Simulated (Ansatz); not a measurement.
## Quick settings and what they miss: LaGa2Ni (Cmmm, 8 atoms in the cell)

Self-consistent single point.

```
LaGa2Ni
1.0
    2.08022    -8.60883     0.00000
    2.08022     8.60883     0.00000
    0.00000     0.00000     4.16858
La Ga Ni
2 4 2
Cartesian
  2.08022   6.17477   0.00000
  2.08022  -6.17477   0.00000
  2.08022   0.00000   0.00000
  0.00000   0.00000   2.08429
  2.08022   3.60865   2.08429
  2.08022  -3.60865   2.08429
  2.08022   1.21970   2.08429
  2.08022  -1.21970   2.08429
```

Method of the run: LDA (PW92), PAW files made with PBE (plane waves; Ansatz, a program for electronic structure).

Base settings: basis.ecutwfc = 420 eV; kpoints.mp_grid.grid = 5 5 5; hamiltonian.xc = lda; hamiltonian.pseudopotentials = {kind: paw} (the program's default PAW files); scf.occupations.method = cold; scf.occupations.width = 0.05 eV.

Tight run (finer mesh or higher cutoff; not a proven limit): basis.ecutwfc: 420 eV → 590 eV; kpoints.mp_grid.grid: 5 5 5 → 7 7 7; scf.convergence.dr2_threshold: default (1e-07 eV) → 1e-09 eV. It gave Fermi level (on the code's own zero) 12.59 eV; pressure -0.44 GPa; largest force (vector length) 0.111 eV/Å.

Quick runs, as changes from the base:
- A: the base itself
- B: basis.ecutwfc: 420 eV → 335 eV; kpoints.mp_grid.grid: 5 5 5 → 6 6 6; hamiltonian.xc: lda → pbesol; scf.occupations.method: cold → methfessel_paxton; scf.occupations.width: 0.05 eV → 0.5 eV; scf.convergence.dr2_threshold: default (1e-07 eV) → 0.0001 eV [PBEsol]
- C: basis.ecutwfc: 420 eV → 295 eV; kpoints.mp_grid.grid: 5 5 5 → 4 4 4; scf.occupations.method: cold → gaussian; scf.occupations.width: 0.05 eV → 0.272 eV; kpoints.mp_grid.shift: default → 0.5 0.5 0.5
- D: basis.ecutwfc: 420 eV → 250 eV; kpoints.mp_grid.grid: 5 5 5 → 3 3 3; scf.convergence.dr2_threshold: default (1e-07 eV) → 0.0001 eV

Energies are extrapolated to zero smearing width, which holds to low order in the width alone.

Dashes: energy of B, another energy zero.

† marks runs with another functional, U, potentials or spin treatment: their distance from the tight run is not a convergence error alone.

The count of work is k-points × plane waves × bands × iterations; it is no time. 

Pressures in the table are Ansatz's without its Pulay estimate, at a fixed set of plane waves; the tight run's value above holds the estimate.

The starting cell comes from a database of computed structures (which also holds hypothetical and non-ambient phases and stackings), without a prior relaxation at this level. Its lattice was rescaled by a random factor within 2.5 % of one. Spin polarisation is off.

```csv
run,energy less tight (meV/atom),pressure less tight (GPa),largest miss in a force vector (eV/Å),count of work / tight
A,-3.2,-0.04,0.156,0.20
B†,–,1.15,0.228,0.19
C,184.3,-14.11,0.092,0.052
D,1330.5,-69.89,0.323,0.019
```

Among the runs at the tight run's level, the energy misses run from 3.2 to 1330.5 meV/atom.

Left out of this page: 2 runs of the series outside the window shown, repeating another row's setting, or not comparable.

Keys are those of Ansatz 0.2.
